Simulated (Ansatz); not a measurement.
The starting structures come from a database of crystals and need not be the phases stable at ambient conditions.

 Where the default PAW files enter, the runs use the earlier of Ansatz's two default sets.

Evanescent states of CaPdF$_{6}$ (R-3, not sure to be the ambient phase, 8 atoms a cell, 14.0 Å³ an atom) along the normal of (110)

Computed with r2SCAN (plane waves, PAW; Ansatz, a program for electronic structure).

The gap is the functional's own. No spin-orbit coupling. Mid-gap values are interpolated on the energy grid.

Energies count from the valence-band top; κ is the least over a 6×4 mesh across the current.

```tsv
E (eV)	κ (1/Å)	where
0.07	0.222	off Γ
0.21	0.369	off Γ
0.35	0.463	off Γ
0.49	0.539	off Γ
0.63	0.604	off Γ
0.77	0.620	off Γ
0.91	0.626	Γ
1.05	0.622	Γ
1.19	0.619	Γ
1.33	0.604	Γ
1.47	0.588	Γ
1.61	0.570	Γ
1.75	0.549	Γ
1.89	0.525	Γ
2.03	0.495	Γ
2.17	0.458	Γ
2.31	0.409	Γ
2.45	0.340	Γ
2.59	0.220	Γ
```

How thick must the barrier be to attenuate the transmission by 10^4 when the electrodes' Fermi level lies at 0.07 eV, and what attenuation does that film give at 2.45 eV?

d = 4 ln 10 / (2 × 0.222) = 20.7 Å. At 2.45 eV it gives 4 × 0.340/0.222 = 6.1 decades.
